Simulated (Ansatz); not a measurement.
For SnSe2 (model structure, started from the fluorite type, Fm-3m, No. 225, 3 atoms in the cell), PBE (plane waves, PAW; Ansatz, a program for electronic structure) gives:

| Property | Result |
|---|---|
| equilibrium lattice constant a | 6.886 Å |
| formation enthalpy | 0.079 eV/atom |

Task: What does PBE-D3(BJ) (Ansatz, PAW) give for the same quantities?

Result: 
- lattice constant a: 6.785 Å (falls by 1.5 %)
- formation enthalpy: 0.080 eV/atom (is nearly the same)

Changes are worked out from the printed values.

Unless a cell is named, each level is at its own relaxed cell (PBE 27.21, PBE-D3(BJ) 26.03 Å³/atom).

Levels without +SOC leave out spin–orbit coupling, which shifts energies and cells of such heavy elements.

Ansatz's density-functional and Hartree–Fock values are scalar-relativistic unless marked +SOC, with PAW data made under PBE.

A model structure was made by putting elements into a prototype or built by hand; it is no filed structure, need not be a known phase, and can be a saddle point held by its symmetry.
